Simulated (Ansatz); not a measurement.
Start from HfS$_{2}$ in the CdI2 type structure (space group P-3m1, No. 164; layered, stacked along the Cartesian z axis).

```
HfS2
1.0
    3.60570     0.00000     0.00000
   -1.80285     3.12262     0.00000
    0.00000     0.00000     5.76762
Hf S
1 2
Direct
  0.00000   0.00000   0.00000
  0.33333   0.66667   0.25252
  0.66667   0.33333   0.74748
```

Method: PBE-D3(BJ) in Ansatz (plane waves to 420 eV, PAW, no spin-orbit coupling).

Base values:

```
Quantity                        Result
-----------------------------  -------
Width of the top valence band  2.10 eV
```

One thing is altered: the cell is scaled by 0.9700 in all directions; the atoms relax in the strained cell.

Problem. Predict the new mean gap deformation potential ΔEg/Δln V.

Solution. The mean gap deformation potential ΔEg/Δln V comes out as +5.1 eV.

Problem. What does the calculation give for the width of the top valence band after the change?

Solution. The width of the top valence band rises by 0.326 eV (2.10 eV → 2.42 eV).

With Hf present, leaving out spin-orbit coupling can change the band edges. Whether these cells are dynamically stable was not tested.

Ansatz is a first-principles code.
